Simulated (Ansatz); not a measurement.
The reference is WSi₂ (space group I4/mmm, No. 139; relaxed with 0.1 eV smearing).

```
WSi2
1.0
   -1.61445     1.61445     3.93487
    1.61445    -1.61445     3.93487
    1.61445     1.61445    -3.93487
Si W
2 1
Cartesian
  0.00000   0.00000   5.23716
  0.00000   0.00000   2.63258
  0.00000   0.00000   0.00000
```

Cartesian axes are those of the cell as printed.

Method: plane-wave PAW DFT at the PBE level (Ansatz, a quantum-chemistry and plane-wave program, 420 eV), no spin-orbit coupling.

One thing is altered: biaxial strain −3.00 %, plane normal [001], relaxed out of plane (Cartesian); in-plane vectors clamped, the third vector and the atoms free.

**Question.** What happens to the energy relative to the base?

**Answer.** The energy grows by 41 meV/atom.

**Question.** Estimate the effect on the in-plane stress.

**Answer.** The mean in-plane stress (compression positive) is +16.7 GPa.

No phonon test of stability was made. All final runs are without spin polarisation.
